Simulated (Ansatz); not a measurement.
Start from BAs in the wurtzite structure (space group P6_3mc, No. 186; a = 3.354 Å, c = 5.554 Å; a cell from a computed database, its experimental status unchecked). Axes: x lies along a and z along c of the hexagonal cell.

One thing is altered: strain tensor (xx, yy, zz, yz, xz, xy) = (−0.01, −0.55, +1.40, −0.18, +0.88, −0.44) %; the atoms relax in the strained cell.

Levels (all Ansatz, an electronic-structure program, PAW): PBEsol (420 eV, without spin-orbit coupling); PBEsol+SOC (420 eV, noncollinear with spin-orbit coupling).

The geometry is relaxed with PBEsol.

| Property | Result |
|---|---|
| PBEsol smallest direct gap | 2.26 eV |
| PBEsol valence-band top at Γ | 0.00, -0.08, -0.56 eV |
| PBEsol band gap | 1.01 eV |

With PBEsol+SOC at the same geometry, the smallest direct gap drops by 0.04 eV to 2.22 eV; the valence-band top at Γ (three highest Kramers pairs, from the VBM) changes from 0.00, -0.08, -0.56 eV to 0.00, -0.15, -0.62 eV; the band gap shrinks by 0.04 eV (1.01 eV → 0.97 eV).

Single points use the geometry relaxed with PBEsol. Differences between runs with and without spin-orbit coupling are approximate. Stability against distortions was not tested. This is not the structure that BAs has at room temperature and ambient pressure.
